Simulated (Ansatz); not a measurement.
# A computed series for hypothetical cubic perovskite TlCdI3: alloy series

The parent structure is TlCdI$_{3}$ in the cubic perovskite structure (space group Pm-3m, No. 221; a = 5.951 Å; a hypothetical phase, not in the database extracts checked).

The other end (x = 1) is TlZnI3 in the cubic perovskite structure (space group Pm-3m, No. 221; a hypothetical phase, not in the database extracts checked): 37.07 Å³/atom, gap zero; this end may not be an ambient phase.

Zn replaces a fraction x of Cd; each row is one arrangement (x, atoms in the cell, starting space group or random), fully relaxed.

Computed with PBE (Ansatz, a first-principles code), no spin-orbit coupling.

Notes on the quantities. deviation of the volume from the linear: Vegard-type) interpolation.

```tsv
case	density	deviation of the volume from the linear
base	5.50 g/cm³	–
x(Zn) = 0.5, 10 atoms, Fm-3m	5.66 g/cm³	-0.2 %
x(Zn) = 0.5, 10 atoms, P4/mmm (arrangement A)	5.66 g/cm³	-0.1 %
x(Zn) = 0.5, 10 atoms, P4/mmm (arrangement B)	5.57 g/cm³	+1.5 %
```

These are small ordered cells, not random alloys; other orderings at the same x differ. Spin-orbit coupling, missing from the scalar runs, can matter with I and Tl. Stability against distortions was not tested. All final runs are without spin polarisation. Many cubic perovskites are stable only at high temperature; tilts and polar distortions were not tested. The zero or small gap of Tl2ZnCdI6, TlCdI3 and TlZnI3 can change with the level of theory.
